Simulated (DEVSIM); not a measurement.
Device: Pt/SiON/p-InP capacitor, at 250 K.

Layer 1 from the left is SiON, thickness (nm) 3.90. Layer 2 from the left is InP, thickness (nm) 3000, Na (cm⁻³) 2.1e15.

Metal gate on the left, work function 5.6 eV. Fixed charge at the semiconductor interface 1.3e10 cm⁻² (in units of +e); no interface traps.

Constants are typed, rounded textbook-type inputs, not results; the design itself was drawn at random and stands for no fabricated device. Values at 300 K; Nc and Nv go as T^1.5, mobilities as T to minus their exponent, the gap by Varshni's rule with the affinity fixed.

SiON: gap (eV) 7, affinity (eV) 1.4, permittivity 5.5. InP: gap (eV) 1.344, affinity (eV) 4.38, permittivity 12.5, Nc (cm⁻³) 5.7e17, Nv (cm⁻³) 1.1e19, Varshni α (eV/K) 0.000363, Varshni β (K) 162.

Question: Estimate by hand the flat-band voltage, the threshold voltage, and compare with a numerical solution.

Answer: 
- Flat-band voltage: C = 1.25 μF/cm², work-function difference 0.039 V; VFB = φms − qNf/C = 0.04 V; numerical 0.04 V.
- Threshold voltage: φF = 0.533 V, depletion charge √(4εqNφF) = 2.82e-8 C/cm²; VT = VFB + 2φF + Qd/C = 1.13 V; numerical 1.13 V.

Model (solved in DEVSIM): 1D Poisson equation in equilibrium, Boltzmann statistics, complete ionisation; no quantum confinement or tunnelling. Metal contacts follow the ideal Schottky-Mott rule: no Fermi-level pinning, no interface dipoles.
